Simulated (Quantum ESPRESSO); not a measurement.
Quantum ESPRESSO run on Ga3Sn (Fm-3m, 4 atoms in the cell): self-consistent single point.

Level of theory: vdW-DF2, PseudoDojo standard norm-conserving (PBE) pseudopotentials (plane waves; Quantum ESPRESSO 7.5).

```xyz
4
Lattice="0.0000 3.5301 3.5301 3.5301 0.0000 3.5301 3.5301 3.5301 0.0000" Properties=species:S:1:pos:R:3 pbc="T T T"
Ga     1.7650     1.7650     1.7650
Ga     5.2951     5.2951     5.2951
Ga     3.5301     3.5301     3.5301
Sn     0.0000     0.0000     0.0000
```

Reference input (self-consistent single point, DFT, PBEsol, plane waves, PseudoDojo standard norm-conserving (PBESOL) pseudopotentials): ecutwfc = 80 Ry; occupations = smearing; smearing = gaussian; degauss = 0.0073499 Ry; potentials = {Ga: Ga.upf, Sn: Sn.upf}; K_POINTS = automatic 7 7 7 0 0 0; conv_thr = 1e-11 Ry; mixing_beta = 0.4. This run's input differs from it in these lines:

```diff
@@ -16,2 +16,3 @@
   degauss = 0.0073499
+  input_dft = 'vdw-df2'
 /
```

Its files differ too (potentials: PseudoDojo standard norm-conserving (PBE)).

Output (repeated stretches shortened):

```
     Self-consistent Calculation

     iteration #  1     ecut=    80.00 Ry     beta= 0.40

     Threshold (ethr) on eigenvalues was too large:
     Diagonalizing with lowered threshold

     total energy              =    -619.65076354 Ry
     estimated scf accuracy    <       0.01129212 Ry

     iteration #  2     ecut=    80.00 Ry     beta= 0.40

     total energy              =    -619.65139223 Ry
     estimated scf accuracy    <       0.00144491 Ry

     iteration #  3     ecut=    80.00 Ry     beta= 0.40

     total energy              =    -619.65195575 Ry
     estimated scf accuracy    <       0.00012690 Ry

   [... 7 blocks of this kind left out ...]

     iteration # 11     ecut=    80.00 Ry     beta= 0.40

     total energy              =    -619.65200355 Ry
     estimated scf accuracy    <          1.9E-11 Ry

     iteration # 12     ecut=    80.00 Ry     beta= 0.40
     End of self-consistent calculation

     the Fermi energy is    10.4074 ev

!    total energy              =    -619.65200355 Ry
     estimated scf accuracy    <          2.1E-12 Ry
     smearing contrib. (-TS)   =      -0.00151325 Ry
     internal energy E=F+TS    =    -619.65049030 Ry

     convergence has been achieved in  12 iterations

     Forces acting on atoms (cartesian axes, Ry/au):

     atom    1 type  1   force =     0.00000000   -0.00000000    0.00000000
   [... zero for the other atoms too ...]

     Total force =     0.000000     Total SCF correction =     0.000000

          total   stress  (Ry/bohr**3)                   (kbar)     P=       77.40
   0.00052613  -0.00000000   0.00000000           77.40       -0.00        0.00
  -0.00000000   0.00052613   0.00000000           -0.00       77.40        0.00
   0.00000000   0.00000000   0.00052613            0.00        0.00       77.40

   JOB DONE.
```

The run converged in 12 iterations. Against the reference run the pressure goes from -3.68 to 7.74 GPa.

The starting cell comes from a database of computed structures (which also holds hypothetical and non-ambient phases and stackings), without a prior relaxation at this level. Its lattice was rescaled by a random factor within 2.5 % of one. With a pressure of about 8 GPa the cell is away from its equilibrium volume at this level.

Cost on one core of a shared machine: roughly 3 min.
